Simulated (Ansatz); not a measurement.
**Phonon-limited transport in Ru (P6_3/mmc)**

```
Ru
1.0
    2.67895     0.00000     0.00000
   -1.33948     2.32004     0.00000
    0.00000     0.00000     4.22797
Ru
2
Direct
  0.33333   0.66667   0.25000
  0.66667   0.33333   0.75000
```

All values below come from PBEsol, DFPT electron-phonon coupling, linearised Boltzmann equation (plane waves, PAW, scalar-relativistic; Ansatz, a quantum-chemistry and plane-wave program). Condition of this run: hydrostatic pressure 5 GPa (the target of the relaxation). How the cell was made: relaxed with this functional, without spin-orbit coupling, then loaded as said.

```json
{
  "resistivity at 300 K": "6.2 (x), 6.2 (y), 4.8 (z) μΩ·cm",
  "resistivity at 77 K": "0.42 (x), 0.42 (y), 0.35 (z) μΩ·cm",
  "electron mean free path at 300 K (weighted by the current that each state carries)": "9.9 (x), 9.9 (y), 9.3 (z) nm",
  "resistivity times mean free path for one path shared by all states (from the Fermi surface's area)": "5.1 (x), 5.1 (y), 3.8 (z) ×10⁻¹⁶ Ω·m²",
  "electron-phonon coupling λ": "0.42",
  "transport coupling λ_tr": "0.45 (x), 0.45 (y), 0.42 (z)",
  "logarithmic_mean_phonon_energy": "25 meV",
  "density of states at the Fermi level": "0.76 states/(eV·spin·cell)",
  "drude_plasma_energy": "8.6 (x), 8.6 (y), 9.7 (z) eV",
  "Tc for μ* = 0.10 (anisotropic Eliashberg)": "1.64 K",
  "Tc for μ* = 0.13 (anisotropic Eliashberg)": "below 1 K"
}
```

A metal at this level (no band gap). Only scattering by harmonic phonons is included (no impurities, grain boundaries, electron-electron scattering or thermal expansion). Spin-orbit coupling is left out. Halving the electron mesh (36x36x20) moves the resistivity by up to 5 % at 300 K, the mean free path by up to 5 %, the coupling by up to 2 %. Smearing 0.20 eV; phonons on a 6x6x3 q mesh, which this run doesn't test and which matters most at low temperature. Tc comes from the anisotropic Migdal-Eliashberg equations with μ*, a chosen number, referred to 26 meV.
